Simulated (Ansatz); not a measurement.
# Short convergence ladders for ScGa₃ (P4mm, 4 atoms in the cell)

```
ScGa3
1.0
    4.06135     0.00000     0.00000
    0.00000     4.06135     0.00000
    0.00000     0.00000     4.06135
Sc Ga
1 3
Direct
  0.00000   0.00000   0.01231
  0.50000   0.50000   0.00000
  0.00000   0.50000   0.50000
  0.50000   0.00000   0.50000
```

Base method: PBEsol, default PAW files made with PBE (plane waves; Ansatz, an electronic-structure program).

Base settings: basis.ecutwfc = 420 eV; kpoints.mp_grid.grid = 7 7 7; hamiltonian.xc = pbesol; hamiltonian.pseudopotentials = {kind: paw} (the program's default PAW files); scf.occupations.method = gaussian; scf.occupations.width = 0.1 eV.

The count of work is k-points × plane waves × bands × iterations; it is no time. Core times come from one kind of shared machine, to one figure; runs under 30 s give none.

**The cutoff for other potential files**

Level: DFT, PBEsol, plane waves, harder PAW files (source: ansatz) made with PBE.

In this ladder: hamiltonian.pseudopotentials = {kind: paw, source: ansatz}.

The second cell is the first with its lattice scaled by 0.98.

The mesh stays at the base's, so the ladder's end is converged at best in this setting alone.

The first pressure column holds Ansatz's estimate of the finite-basis (Pulay) stress, which hides part of the cutoff error; the other is without it.

Only quantities that move along the ladder and can be compared are tabulated.

```csv
basis.ecutwfc,free energy less the last step's (meV/atom),energy of the compressed cell less the first (meV/atom),pressure (GPa),pressure without the Pulay estimate (GPa),largest difference of a force vector from the last step's (eV/Å),count of work / last,core time / last (rough)
460 eV,31385.93,-46.04,7.04,-1692.27,0.134,0.11,–
560 eV,4932.15,27.70,-0.02,-329.83,0.011,0.14,–
715 eV,242.10,9.20,-1.02,-23.79,0.000,0.21,–
865 eV,7.59,9.95,-0.89,-1.97,0.000,0.31,0.3
1020 eV,0.43,9.97,-0.88,-0.89,0.000,0.35,0.4
1225 eV,0.27,9.97,-0.88,-0.89,0.000,0.47,0.5
1530 eV,0.12,9.97,-0.88,-0.88,0.000,0.65,0.7
2040 eV,0.00,9.97,-0.88,-0.88,0.000,1.0,1
```

Coarsest basis.ecutwfc that holds the forces within 0.02 eV/Å of the last step, with all finer ones: 560 eV, at 0.14 of the last step's count of work; the step before is off by 0.13 eV/Å.

Coarsest basis.ecutwfc that holds the energy of the compressed cell less the first within 2 meV/atom of the last step, with all finer ones: 715 eV, at 0.21 of the last step's count of work; the step before is off by 18 meV/atom.

Coarsest basis.ecutwfc that holds the pressure within 0.05 GPa of the last step, with all finer ones: 865 eV, at 0.31 of the last step's count of work and about 0.3 of the last step's time; the step before is off by 0.14 GPa.

The energy difference between the two cells stays within 1 meV/atom of the last step's from 715 eV on, the total only from 1020 eV on: much of the error is common to both cells and cancels.

At the lowest cutoff the pressure without the Pulay estimate lies 1690 GPa under the last step's, the usual sign of Pulay stress in an incomplete plane-wave basis.

**The density cutoff**

The second cell is the first with its lattice scaled by 0.98.

The mesh stays at the base's, so the ladder's end is converged at best in this setting alone.

Only quantities that move along the ladder and can be compared are tabulated.

| basis.ecutrho_ratio | free energy less the last step's (meV/atom) | energy of the compressed cell less the first (meV/atom) | pressure (GPa) |
|---|---|---|---|
| 2 | -10.92 | 8.92 | -0.27 |
| 3 | -0.18 | 9.72 | -0.90 |
| 4 | 0.00 | 9.70 | -0.92 |
| 5 | 0.00 | 9.70 | -0.92 |
| 6 | 0.00 | 9.70 | -0.92 |
| 8 | 0.00 | 9.70 | -0.92 |
| 10 | 0.00 | 9.70 | -0.92 |
| 12 | 0.00 | 9.70 | -0.92 |
| 16 | 0.00 | 9.70 | -0.92 |

Coarsest basis.ecutrho_ratio that holds the free energy within 0.5 meV/atom of the last step, with all finer ones: 3; the step before is off by 11 meV/atom.

Coarsest basis.ecutrho_ratio that holds the energy of the compressed cell less the first within 0.5 meV/atom of the last step, with all finer ones: 3; the step before is off by 0.77 meV/atom.

Coarsest basis.ecutrho_ratio that holds the pressure within 0.5 GPa of the last step, with all finer ones: 3; the step before is off by 0.65 GPa.

The energy difference between the two cells stays within 1 meV/atom of the last step's from 2 on, the total only from 3 on: much of the error is common to both cells and cancels.

**The relaxed cell against the cutoff**

On ScGa3 (Pm-3m, 4 atoms in the cell): atoms on their sites.

In this ladder: relax = cell and atoms.

The mesh stays at the base's, so the ladder's end is converged at best in this setting alone.

Only quantities that move along the ladder and can be compared are tabulated.

| basis.ecutwfc | relaxed volume (Å³/atom) | relaxation steps |
|---|---|---|
| 210 eV | 16.765 | 24 |
| 295 eV | 16.569 | 13 |
| 355 eV | 16.532 | 6 |
| 420 eV | 16.533 | 4 |
| 505 eV | 16.533 | 4 |
| 630 eV | 16.533 | 4 |
| 840 eV | 16.533 | 4 |

Coarsest basis.ecutwfc that holds the relaxed volume within 0.083 Å³/atom of the last step, with all finer ones: 295 eV; the step before is off by 0.23 Å³/atom.

At the lowest cutoff the cell relaxes to a volume 1.4 % larger than at the highest. Ansatz relaxes on a stress corrected for the finite basis.

On the base run: the starting cell comes from a database of computed structures (which also holds hypothetical and non-ambient phases and stackings), without a prior relaxation at this level. Its lattice was rescaled by up to half a per cent. One atom was moved a little off its site on purpose.

Left out of this page: 1 run of the series failed or unconverged.

Keys are those of Ansatz 0.2.
